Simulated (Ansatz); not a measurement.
The structure below was relaxed with Ansatz (a quantum-chemistry and plane-wave program), PBEsol, PAW, cutoff 420 eV, no spin-orbit coupling.

```
Ta
1.0
    2.86596     0.00000     0.00000
   -1.43298     2.48200     0.00000
    0.00000     0.00000     5.09180
Ta
2
Direct
  0.33333   0.66667   0.75000
  0.66667   0.33333   0.25000
```

Question: Find the space group and the Wyckoff positions.

Answer: Space group P6₃/mmc (No. 194); a = 2.8660 Å, b = 2.8660 Å, c = 5.0918 Å, α = 90.00°, β = 90.00°, γ = 120.00°

```tsv
atom	site	symmetry	x	y	z
Ta	2d	-6m2	0.6667	0.3333	0.2500
```

Whether these cells are dynamically stable was not tested. All final runs are without spin polarisation. The cell was made from Lu by this change: Lu → Ta; the result is a model cell, its experimental status unchecked. This is not the structure that Ta has at room temperature and ambient pressure.
